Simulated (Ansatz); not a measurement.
CsCl-type AuZn (cubic form, which distorts at low temperature), treated with PBE (PAW; Ansatz, a quantum-chemistry and plane-wave program).

Numerical settings: plane-wave cutoff 520 eV, 16×16×16 k mesh, Fermi–Dirac smearing 0.1 eV, perturbation theory, force constants from a 4×4×4 q mesh, scalar-relativistic PAW data made under PBE.

Computed at the level's own relaxed cell.

```xyz
2
Lattice="3.1864 0.0000 0.0000 0.0000 3.1864 0.0000 0.0000 0.0000 3.1864" Properties=species:S:1:pos:R:3 pbc="T T T"
Zn     1.5932     1.5932     1.5932
Au     0.0000     0.0000     0.0000
```

Harmonic phonon frequencies (cm⁻¹; i marks an imaginary mode):

```
q point           frequencies
-------  --------------------
Γ                           ?
R        76 76 76 133 133 133
```

What belongs in the gaps?


- Γ, frequencies: 0 0 0 128 128 128

No imaginary mode appears at these points.

Note: symmetry holds this phase in the static calculation, where it need not be a minimum.
